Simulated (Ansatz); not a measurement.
Take WC (space group P-6m2, No. 187; a = 2.923 Å, c = 2.846 Å; relaxed with 0.1 eV smearing) as the base. Axes: x lies along a and z along c of the hexagonal cell.

The values are results of Ansatz (a quantum-chemistry and plane-wave program) PBE, without spin-orbit coupling, earlier PAW set, not measurements.

The change: tensile biaxial strain of 2.36 % in the plane normal to [001], as in epitaxy on a mismatched substrate; the out-of-plane cell vector and the atoms relax.

Q: Estimate the effect on the in-plane stress.

A: The mean in-plane stress (compression positive) amounts to -18.4 GPa.

Stability against distortions was not tested. All final runs are without spin polarisation.
